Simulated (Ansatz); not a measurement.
The parent structure is InSb in the zinc blende structure (space group F-43m, No. 216; a = 6.4497 Å). Axes: x, y, z lie along the cube axes.

Calculations: LDA, PAW, 420 eV (Ansatz, an electronic-structure program; without spin-orbit coupling).

Strains are applied to the cell and any free atomic positions relax; under biaxial strain the out-of-plane vector relaxes too.

One change was made to it. Results:

```json
[
 {"quantity": "volume per atom", "base": "33.54 Å³", "after": "33.16 Å³"},
 {"quantity": "energy relative to the base (free energy F)", "base": "0 meV/atom", "after": "+1.4 meV/atom"},
 {"quantity": "band gap", "base": "zero", "after": "zero"},
 {"quantity": "pressure (mean of the normal stresses, compression positive)", "base": "0.0 GPa", "after": "0.5 GPa"}
]
```

Problem. Name the change that was made.
A. biaxial strain +2.08 %, plane normal [111], relaxed out of plane
B. biaxial strain −1.67 %, plane normal [111], relaxed out of plane
C. biaxial strain −0.83 %, plane normal [111], relaxed out of plane

Solution. C, biaxial strain −0.83 %, plane normal [111], relaxed out of plane. For comparison, the energy relative to the base in the other runs: biaxial strain −1.67 %, plane normal [111], relaxed out of plane gives +5.8 meV/atom; biaxial strain +2.08 %, plane normal [111], relaxed out of plane gives +8.3 meV/atom.

Spin-orbit coupling, missing from the scalar runs, can matter with Sb. No phonon test of stability was made. All final runs are without spin polarisation. Gaps under 0.05 eV, about the width of the smearing, are given as zero. The zero or small gap of InSb can change with the level of theory.
